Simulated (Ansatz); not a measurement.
**Elastic constant C66 of AlB2-type HfB2 at several levels of theory**

No measured value is used here.

| level (code) | value (GPa) | cell (Å³/atom) |
|---|---|---|
| LDA (Ansatz) | 288 | 9.51 |
| PBE (Ansatz) | ? | 9.96 |
| PBEsol (Ansatz) | 278 | 9.73 |
| PBE-D3(BJ) (Ansatz) | 281 | 9.72 |
| r²SCAN (Ansatz) | 279 | 9.88 |

Question: Complete the blanks.

Answer: 
- PBE (Ansatz, a quantum-chemistry and plane-wave program), value (GPa): 265

Density-functional levels without +SOC have no spin–orbit coupling. PBE-D3(BJ): the dispersion coefficients are held fixed in the derivatives. Each level is taken at its own relaxed cell. Cutoffs differ between the levels. Ansatz's density-functional and Hartree–Fock values are scalar-relativistic unless marked +SOC, with PAW data made under PBE.
